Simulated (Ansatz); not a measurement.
Coverage and cell size: H on the 1x1 (111) surface of fcc Rh, one adsorbate a cell, in each cell the lowest of the starts that converged. Energies against ½ H2(g), without dispersion, zero-point or thermal terms; small cells hold the layer to their symmetry. A negative adsorption energy means that the adsorbate is more stable on the surface than in its reference.

These are PBE (plane waves to 420 eV, PAW; Ansatz, a first-principles code) values and carry that method's errors.

| area an adsorbate, end state | atoms | E_ads (eV) | height (Å) | Δ work function (eV) | rough cost |
|---|---|---|---|---|---|
| 6 Å², bonded to 3 Rh | 5 | -0.52 | 0.96 | 0.04 | about 110 core-seconds (a rough figure) |
| 13 Å², bonded to 3 Rh | 9 | ? | 0.95 | 0.07 | roughly 2.7 core-minutes |
| 25 Å², bonded to 3 Rh | 17 | -0.55 | 0.96 | 0.05 | about 2.2 core-minutes (a rough figure) |

Task: What belongs in the gaps?

Result: 
- 13 Å², bonded to 3 Rh, E_ads (eV): -0.54
